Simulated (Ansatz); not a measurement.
# 2 layers of MgF2-1T, started at parallel, shifted by (2/3,1/3) (facing F atop F, which symmetry holds and which is mostly a maximum against sliding)

Method: PBE+D3(BJ) (plane waves to 420 eV, PAW; Ansatz, a program for electronic structure). Spin–orbit coupling is left out; PBE gaps are too small against experiment. Its k-point mesh 12×12×1, Fermi–Dirac width 0.01 eV. A dipole correction is on.

| Property | Value |
|---|---|
| gap between facing atomic planes | 3.02 Å |
| step of the vacuum level across the stack (top less bottom) | 0.00 eV |
| interaction energy of the frozen layers | -9.3 meV/Å² |
| interaction energy without the D3 term at this geometry | +1.4 meV/Å² |
| PBE gap over the mesh and listed points off it | 7.14 eV, indirect (lowest direct gap 7.31 eV) |
| valence and conduction edges under the vacuum level of the lower face | 9.67 and 2.54 eV |

```xyz
6
Lattice="3.0956 0.0000 0.0000 -1.5478 2.6809 0.0000 0.0000 0.0000 25.8640" Properties=species:S:1:pos:R:3 pbc="T T T"
F      1.5478     0.8936     9.5338
Mg     0.0000     0.0000    10.4800
F      0.0000     1.7872    11.4226
F      0.0000     1.7872    14.4414
Mg     1.5478     0.8936    15.3840
F      0.0000     0.0000    16.3302
```
